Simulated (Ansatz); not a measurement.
```
CELL_PARAMETERS angstrom
      0.00000     3.02512     3.02512
      3.02512     0.00000     3.02512
      3.02512     3.02512     0.00000
ATOMIC_POSITIONS crystal
  Pb 0.00000 0.00000 0.00000
  S  0.50000 0.50000 0.50000
```

No spin polarisation.

All numbers come from PBEsol, PAW, 420 eV (Ansatz, an electronic-structure program; spin-orbit coupling left out). k-mesh 10×10×10 (Γ-centred); smearing 0.05 eV (Fermi–Dirac).

Task: Predict the band gap, width of the top valence band and electron mass.

Result: 
- Band gap: 0.45 eV
- Width of the top valence band: 3.03 eV
- Electron mass: 0.15 mₑ (at L)

With Pb present, leaving out spin-orbit coupling can change the band edges. The cells carry an imposed strain or load. Masses are band curvatures over ±0.01 Å⁻¹ around the edge. Stability against distortions was not tested. The cell was made from PbS in the rock salt structure (space group Fm-3m, No. 225) by this change: isotropic strain +2.50 %.
